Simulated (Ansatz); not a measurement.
Input and output of a self-consistent single point for a (110) slab of Hf (cut from a parent of space group no. 194; 10 atoms in the cell) (Ansatz, a first-principles code).

Method of the run: PBEsol, default PAW files made with PBE (plane waves; Ansatz).

```
Hf
1.0
    5.04504     0.00000     0.00000
    0.00000     5.52936     0.00000
    0.00000     0.00000    16.38480
Hf
10
Cartesian
  3.78378   2.30390   5.00000
  1.26126   4.14702   5.00000
  3.78378   5.06859   6.59619
  1.26126   1.38234   6.59619
  3.78378   2.30390   8.19240
  1.26126   4.14702   8.19240
  3.78378   5.06859   9.78861
  1.26126   1.38234   9.78861
  3.78378   2.30390  11.38480
  1.26126   4.14702  11.38480
```

Reference input (self-consistent single point, DFT, PBEsol, plane waves, default PAW files made with PBE): kpoints.mp_grid.grid = 5 5 1; hamiltonian.xc = pbesol; hamiltonian.pseudopotentials = {kind: paw} (the program's default PAW files); scf.occupations.method = cold; scf.occupations.width = 0.0037 Ry. This run's input differs from it in these lines:

Ansatz 0.2 input:
```diff
@@ -18,3 +18,3 @@
   mp_grid:
-    grid: [5, 5, 1]
+    grid: [5, 4, 1]
 hamiltonian:
```

The program printed (abridged):

```
SCF iter   1: F=—  HF=-155972.643665 eV  |F-HF|=—  |Δ(HF+E_count)|=         —  Δρ=5.27e-3  dr2=8.26e-1  ethr=1.77e-3  ⟨swp⟩=5.0  Hψ=4322  notcnv=0  defer=32
all-band conjugate gradients solve this SCF's bands
preconditioner: auto → LDOS
SCF iter   2: F=—  HF=-155972.553041 eV  |F-HF|=—  |Δ(HF+E_count)|=   9.06e-2  S|Δr|=    0.00e0  Δρ=3.18e-3  dr2=1.61e-1  ethr=3.18e-4  ⟨swp⟩=2.4  Hψ=1865  notcnv=0  defer=167
   [... lines left out ...]
SCF iter   8: F=—  HF=-155972.537526 eV  |F-HF|=—  |Δ(HF+E_count)|=   7.22e-7  S|Δr|=    0.00e0  Δρ=8.42e-6  dr2=5.43e-7  ethr=5.03e-9  ⟨swp⟩=2.1  Hψ=2156  notcnv=0  defer=167
SCF iter   9: F=—  HF=-155972.537527 eV  |F-HF|=—  |Δ(HF+E_count)|=   4.89e-7  S|Δr|=    0.00e0  Δρ=4.16e-6  dr2=1.25e-7  ethr=3.85e-11  ⟨swp⟩=12.7  Hψ=7764  notcnv=0
SCF iter  10: F=-155972.537527 eV  HF=-155972.537527 eV  |F-HF|=1.10e-8  |Δ(HF+E_count)|=   6.98e-8  S|Δr|=    0.00e0  Δρ=1.93e-6  dr2=1.90e-8  ethr=3.85e-11  ⟨swp⟩=5.9  Hψ=5472  notcnv=0
SCF 1 converged in 10 iterations: F = -155972.537527 eV  dr2 = 1.90e-8
Stability not checked (fill_not_monotonic)
Free energy (F): -155972.537527 eV
Internal energy: -155972.537960 eV  (E = F + TS)
E sigma→0 (E₀):  -155972.537671 eV
Entropy (-TS):   0.000433 eV (0.043 meV/atom)
Fermi energy:    8.149998 eV
--- Forces (eV/Å), atoms counted from 1 ---
  atom   1  Hf    -0.00000000    -0.85315684     1.04385660
  atom   2  Hf     0.00000000     0.85315684     1.04385660
  atom   3  Hf     0.00000000     0.30511188    -0.21151373
  atom   4  Hf     0.00000000    -0.30511188    -0.21151373
   [... lines left out ...]
  atom  10  Hf     0.00000000     0.85315684    -1.04385660
--- Stress (GPa, compression-positive) ---
       -4.116229       0.000000       0.000000
        0.000000      -5.010997       0.000000
        0.000000       0.000000      -4.209796
  P = ⅓ Tr σ = -4.4457 GPa (-44.457 kbar)
  The stress holds the Pulay correction. Without it, at fixed plane waves, as pw.x and ABINIT print it: P = -4.4654 GPa
```

The run converged in 10 iterations. Against the reference run the free energy falls by 2.5 meV/atom and the largest force goes from 1.363 to 1.348 eV/Å.

The starting cell comes from a database of computed structures (which also holds hypothetical and non-ambient phases and stackings), without a prior relaxation at this level. The slab is cut from that crystal, and its faces are unrelaxed. Spin-orbit coupling is off. Forces in this geometry exceed 1 eV/Å.

Cost on one core of a shared machine: roughly 30 s.
